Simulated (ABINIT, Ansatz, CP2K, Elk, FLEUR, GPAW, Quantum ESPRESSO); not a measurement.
## Mg3CdO4 (Pm-3m, 8 atoms in the cell) computed with different codes at matched settings

Self-consistent single point.

```xyz
8
Lattice="4.4466 0.0000 0.0000 0.0000 4.4466 0.0000 0.0000 0.0000 4.4466" Properties=species:S:1:pos:R:3 pbc="T T T"
Mg     0.0000     2.2233     2.2233
Mg     2.2233     0.0000     2.2233
Mg     2.2233     2.2233     0.0000
Cd     0.0000     0.0000     0.0000
O      2.2233     0.0000     0.0000
O      0.0000     2.2233     0.0000
O      0.0000     0.0000     2.2233
O      2.2233     2.2233     2.2233
```

All programs got the same cell, k-point mesh and kind of occupations (some realise fixed ones as a very narrow smearing) (in Ansatz's words: kpoints.mp_grid.grid = 6 6 6; scf.occupations.method = fixed); potentials, basis and cutoffs are each program's usual ones.

```
code                                                                                        model  gap on the mesh (eV)  k-points           cutoff
----------------  -------------------------------------------------------------------------------  --------------------  --------  ---------------
ABINIT                                         PBEsol, PAW (JTH v2.0 PBE PAW, files made for PBE)                 0.940        20            24 Ha
Ansatz                                                            PBEsol, PAW files made with PBE                 0.977        20          30.9 Ry
CP2K                   PBEsol, GPW, DZVP-MOLOPT-PBE-GTH basis, GTH-PBE potentials (POTENTIAL_UZH)                 0.757       112     grid 1000 Ry
FLEUR                             PBEsol, all-electron FLAPW (FLEUR), scalar-relativistic valence                 1.053        20  Kmax 4.4 1/bohr
GPAW                                        PBEsol, GPAW PAW datasets PBEsol (made by gpaw-setup)                 0.949        20           900 eV
Quantum ESPRESSO                             PBEsol, GBRV 1.5 ultrasoft (PBESOL) pseudopotentials                 0.937        20            40 Ry
Elk               PBEsol, all-electron FP-LAPW, Elk's shipped species files, default APW+lo basis                 0.912        20         rgkmax 7
```

Gaps are read on the mesh.

The spread over the programs that give each value: gap on the mesh within 0.296 eV.

The starting cell comes from a database of computed structures (which also holds hypothetical and non-ambient phases and stackings), without a prior relaxation at this level. On Ansatz's run: In the base run, with a pressure of about -5 GPa the cell is away from its equilibrium volume at this level.

Task: Why do the programs differ, and what cannot be compared?

Result: Differences of this kind can come from the potentials, where these differ, and from what each basis and cutoff leave unconverged. The valence holds different numbers of electrons (ABINIT 66, Ansatz (a first-principles code) 74, CP2K 66, FLEUR 72, GPAW 66, Quantum ESPRESSO 66). The zero of total energies and Fermi levels follows the potentials and each program's conventions, so they are not compared here. CP2K uses small atom-centred bases, whose incompleteness enters pressures, forces and empty levels differently from a plane-wave cutoff. FLEUR and Elk treat all electrons, but the usual bases taken here (sphere radii, linearisation, local orbitals, empty states) were not tested for convergence, so the values are no reference for the others. The programs reduce the same mesh by symmetry to different extents, which changes the work and not the result. In the pressure, CP2K (by 4.91) lies more than 1 GPa from the median of the plane-wave programs. In the gap, CP2K (by 0.187) lies more than 0.12 eV from the median of the plane-wave programs.

Keys are those of Ansatz 0.2.
